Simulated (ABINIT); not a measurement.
Band structure of HfC (Fm-3m, 2 atoms in the cell).

```
CELL_PARAMETERS angstrom
      0.00000     2.32000     2.32000
      2.32000     0.00000     2.32000
      2.32000     2.32000     0.00000
ATOMIC_POSITIONS crystal
  Hf 0.00000 0.00000 0.00000
  C  0.50000 0.50000 0.50000
```

Computed with PBE, PAW (JTH v2.0 PBE PAW) (plane waves; ABINIT).

Settings: pseudos = [Hf.GGA_PBE-JTH.xml, C.GGA_PBE-JTH.xml]; ecut = 21 Ha; pawecutdg = 42 Ha; pawxcdev = 0; occopt = 3; tsmear = 0.00367493 Ha; ngkpt = 10 10 10; nshiftk = 1; shiftk = 0 0 0; potentials = JTH v2.0 PBE PAW; kptopt = 1; nstep = 60; toldfe1 = 1e-09 Ha.

The starting cell has typed, rounded lattice constants, without a prior relaxation at this level. Spin-orbit coupling is off.

Levels in eV from the Fermi level, bands 5 to 12:
```csv
point,5,6,7,8,9,10,11,12
Γ,-12.34,1.00,1.00,1.00,1.40,1.40,1.40,3.42
X,-10.45,-2.60,-1.80,-0.10,-0.10,5.36,6.81,6.81
W,-9.69,-3.01,-2.72,-2.72,3.70,3.70,6.82,7.14
K,-9.78,-3.53,-2.73,-1.65,1.58,5.84,6.23,8.31
L,-8.57,-6.17,-3.01,-3.01,5.37,5.37,5.83,6.58
U,-9.78,-3.53,-2.73,-1.65,1.58,5.84,6.23,8.31
```

Bands cross the Fermi level along this path, so the cell is metallic at this level.
